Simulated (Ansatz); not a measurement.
Input and output of a self-consistent single point for TiSi (Pm, 8 atoms in the cell) (Ansatz, an electronic-structure program).

Method: LDA (PW92), default PAW files made with PBE (plane waves; Ansatz).

```
CELL_PARAMETERS angstrom
      6.54479     0.00000     0.00000
      0.00000     3.64990     0.00000
      0.00000     0.00000     5.01845
ATOMIC_POSITIONS crystal
  Ti 0.67568 0.25000 0.38174
  Ti 0.32432 0.75000 0.62822
  Ti 0.82432 0.75000 0.87178
  Ti 0.17568 0.25000 0.12822
  Si 0.54393 0.25000 0.85540
  Si 0.45607 0.75000 0.14460
  Si 0.95607 0.75000 0.35540
  Si 0.04393 0.25000 0.64460
```

Reference input (self-consistent single point, DFT, LDA (PW92), plane waves, default PAW files made with PBE): basis.ecutwfc = 30.9 Ry; kpoints.mp_grid.grid = 3 7 5; hamiltonian.xc = lda; hamiltonian.pseudopotentials = {kind: paw} (the program's default PAW files); scf.occupations.method = fermi_dirac; scf.occupations.width = 0.0073 Ry. This run's input differs from it in these lines:

Ansatz 0.2 input:
```diff
@@ -18,3 +18,3 @@
 kpoints:
-  mp_grid: { grid: [3, 7, 5] }
+  mp_grid: { grid: [5, 12, 8] }
 hamiltonian:
@@ -23,3 +23,3 @@
 scf:
-  occupations: { method: fermi_dirac, width: 0.0073 Ry }
+  occupations: { method: methfessel_paxton, width: 0.0037 Ry }
 output:
```

Log, with long lists cut:

```
SCF iter   1: F=—  HF=-12242.519640 eV  |F-HF|=—  |Δ(HF+E_count)|=         —  Δρ=6.21e-3  dr2=4.66e-2  ethr=1.77e-3  ⟨swp⟩=6.3  Hψ=25177  notcnv=0
all-band conjugate gradients solve this SCF's bands
preconditioner: auto → Kerker (q_TF=auto, 2.457 Å⁻¹)
SCF iter   2: F=—  HF=-12242.510811 eV  |F-HF|=—  |Δ(HF+E_count)|=   8.83e-3  S|Δr|=    0.00e0  Δρ=3.56e-3  dr2=1.20e-2  ethr=7.29e-5  ⟨swp⟩=2.0  Hψ=7890  notcnv=0  defer=33
   [... lines left out ...]
SCF iter   5: F=—  HF=-12242.508014 eV  |F-HF|=—  |Δ(HF+E_count)|=   3.09e-6  S|Δr|=    0.00e0  Δρ=4.39e-5  dr2=1.83e-6  ethr=6.49e-8  ⟨swp⟩=2.0  Hψ=7888  notcnv=0  defer=101
SCF iter   6: F=—  HF=-12242.508014 eV  |F-HF|=—  |Δ(HF+E_count)|=   2.83e-7  S|Δr|=    0.00e0  Δρ=9.38e-6  dr2=1.15e-7  ethr=2.87e-9  ⟨swp⟩=2.0  Hψ=7250  notcnv=0  defer=111
SCF iter   7: F=-12242.508014 eV  HF=-12242.508014 eV  |F-HF|=4.67e-9  |Δ(HF+E_count)|=   2.71e-8  S|Δr|=    0.00e0  Δρ=2.35e-6  dr2=7.74e-9  ethr=1.56e-10  ⟨swp⟩=9.4  Hψ=23018  notcnv=0
SCF 1 converged in 7 iterations: F = -12242.508014 eV  dr2 = 7.74e-9
Stability not checked (fill_not_monotonic)
Free energy (F): -12242.508014 eV
Internal energy: -12242.508232 eV  (E = F + TS)
E sigma→0 (E₀):  -12242.508069 eV
Entropy (-TS):   0.000218 eV (0.027 meV/atom)
Fermi energy:    12.476790 eV
--- Forces (eV/Å), atoms counted from 1 ---
  atom   1  Ti    -0.03531275     0.00000000    -0.52744472
  atom   2  Ti     0.00244099     0.00000000     0.05329166
  atom   3  Ti    -0.01986057     0.00000000     0.03401006
  atom   4  Ti     0.00293837     0.00000000     0.04795495
   [... lines left out ...]
  atom   8  Si     0.08132730     0.00000000     0.15865226
--- Stress (GPa, compression-positive) ---
       -8.228097       0.000000      -0.330965
        0.000000      -8.404512       0.000000
       -0.330965       0.000000      -8.229329
  P = ⅓ Tr σ = -8.2873 GPa (-82.873 kbar)
  The stress holds the Pulay correction. Without it, at fixed plane waves, as pw.x and ABINIT print it: P = -8.3408 GPa
```

The run converged in 7 iterations. Against the reference run the free energy goes up by 5.9 meV/atom, the pressure stays near -8.29 GPa while the zz stress (positive for compression) goes from -7.87 to -8.23 GPa and the largest force goes from 0.510 to 0.529 eV/Å.

The starting cell comes from a database of computed structures (which also holds hypothetical and non-ambient phases and stackings), without a prior relaxation at this level. Its lattice was rescaled by up to half a per cent. One atom was moved a little off its site on purpose. Spin polarisation is off. With a pressure of about -8 GPa the cell is away from its equilibrium volume at this level. Ansatz's pressure includes its estimate of the finite-basis (Pulay) stress.

Cost on one core of a shared machine: roughly 60 s.
